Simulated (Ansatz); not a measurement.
# Sn under a change: biaxial strain +0.83 %, plane normal [111], relaxed out of plane

Base system: Sn in the diamond structure (space group Fd-3m, No. 227; a = 6.540 Å; relaxed with 0.1 eV smearing). Axes: x, y, z lie along the cube axes.

Now apply this change: tensile biaxial strain of 0.83 % in the plane normal to [111], as in epitaxy on a mismatched substrate; the out-of-plane cell vector and the atoms relax.

The values are results of plane-wave PAW DFT at the PBEsol level (Ansatz, a quantum-chemistry and plane-wave program, 420 eV), no SOC, not measurements. k-mesh 15×15×15 (Γ-centred); smearing 0.1 eV (Fermi–Dirac).

```tsv
quantity	base	changed	shift
volume per atom	34.97 Å³	35.38 Å³	+0.41 Å³
space group	Fd-3m (No. 227)	R-3m (No. 166)	–
shortest interatomic distance	2.832 Å	2.835 Å	+0.003 Å
energy relative to the base (free energy F)	0 meV/atom	+1.3 meV/atom	+1.3 meV/atom
pressure (mean of the normal stresses, compression positive)	0.0 GPa	-0.5 GPa	-0.5 GPa
band gap	zero	zero	–
out-of-plane strain	–	-0.49 %	–
ratio −ε⊥/ε∥	–	0.59	–
mean in-plane stress (compression positive)	–	-0.7 GPa	–
```

Final structure (turned so that z lies along the plane normal):

```xyz
2
Lattice="4.6630 0.0000 0.0000 2.3315 4.0383 0.0000 2.3315 -1.3461 3.7574" Properties=species:S:1:pos:R:3 pbc="T T T"
Sn     0.0000     0.0000    -0.0086
Sn     4.6630     0.0000     2.8266
```

No phonon test of stability was made.
